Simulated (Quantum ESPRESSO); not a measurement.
# Energy against c/a at fixed volume: hcp Sc (space group 194) (Quantum ESPRESSO, LDA)

```
CELL_PARAMETERS angstrom
      3.24227     0.00000     0.00000
     -1.62113     2.80789     0.00000
      0.00000     0.00000     4.95568
ATOMIC_POSITIONS crystal
  Sc 0.66667 0.33333 0.75000
  Sc 0.33333 0.66667 0.25000
```

Level of theory: LDA (PZ), GBRV 1.5 ultrasoft (LDA) pseudopotentials (plane waves; Quantum ESPRESSO). Settings: ecutwfc = 65 Ry; ecutrho = 520 Ry; occupations = smearing; smearing = fermi-dirac; degauss = 0.0036749 Ry; potentials = {Sc: sc_lda_v1.uspp.F.UPF}; K_POINTS = automatic 24 24 14 0 0 0; conv_thr = 1e-10 Ry. The cell above is the first row's. The rows change c/a at fixed volume. In all rows fractional positions and the k mesh are held. E is the free energy at the stated smearing, counted from the lowest row.

| c/a | E (meV/atom) |
|---|---|
| 1.5285 | ? |
| 1.5444 | 0.00 |
| 1.5603 | 0.42 |
| 1.5762 | 1.60 |
| 1.5921 | 3.51 |
| 1.6081 | 6.11 |
| 1.6240 | 9.36 |
| 1.6399 | 13.20 |
| 1.6558 | 17.58 |

Q: Fit E against c/a with a cubic, and predict the withheld value at c/a = 1.5285.

A: With u = c/a - 1.60, the rows have u = -0.05560, -0.03970, -0.02380, -0.00790, 0.00810, 0.02400, 0.03990, 0.05580. Least squares gives E = 4.714 + 163.06·u + 1310.0·u² - 1774·u³. Residuals (row less fit): -0.002, 0.004, 0.001, 0.002, -0.010, 0.003, 0.007, -0.003; standard error 0.007 (degrees of freedom: 4). At the withheld row, u = -0.07150, so E = 4.714 + 163.06 × (-0.07150) + 1310.0 × (-0.07150)² - 1774 × (-0.07150)³ = 0.401 meV/atom. The calculation gives 0.41 meV/atom, 0.009 meV/atom above the prediction (0.1 % of the range of E in the table). The row lies outside the fitted rows, so this is an extrapolation. From the scatter of the fitted rows alone, a prediction at this place has a standard error of 0.018 meV/atom, so the miss is 0.5 times that.

Carrying the step between the two nearest rows on in a straight line would have given -0.42, off by 0.83; series whose last step already gives the withheld value aren't shown. The reference cell has the volume at which an earlier scan in this program and functional put its minimum by a fit; axis ratios and inner coordinates come from a measured-size cell. The runs keep the symmetry of the cell, so they don't test it for distortions. The best c/a moves a little with volume. In metals such curves are sensitive to mesh and smearing. Cutoffs and mesh are single choices, not tested for convergence of this quantity. Series with a scatter that would blur these digits, or in which a gap closes, are not shown. Strain series were run only where this level's volume lies within 10 % of a first guess from the measured size.
